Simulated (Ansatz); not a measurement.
Results of PBEsol in Ansatz (plane waves, PAW) for L1₀ (CuAu-type) FePt.

Settings: plane-wave cutoff 520 eV, 24×24×18 k mesh (along the axes of the cell as run), Fermi–Dirac smearing 0.054 eV (set by the program), spin-polarised with parallel moments, scalar-relativistic PAW data made under PBE.

Cell (relaxed at this level):

```
FePt
1.0
    2.68768     0.00000     0.00000
    0.00000     2.68768     0.00000
    0.00000     0.00000     3.71570
Fe Pt
1 1
Cartesian
  0.00000   0.00000   0.00000
  1.34384   1.34384   1.85785
```

### Question
Estimate the elastic constant C13, Voigt–Reuss–Hill bulk modulus, Poisson ratio, elastic constant C33 and elastic constant C44 that the calculation returns.

### Answer

elastic constant C13: 174 GPa
Voigt–Reuss–Hill bulk modulus: 232 GPa
Poisson ratio: 0.296
elastic constant C33: 344 GPa
elastic constant C44: 129 GPa

Elastic constants are with the ions relaxed.

Spin–orbit coupling is not included.

Computing time: about 50 core-minutes (a rough figure).

Ansatz is an electronic-structure program.
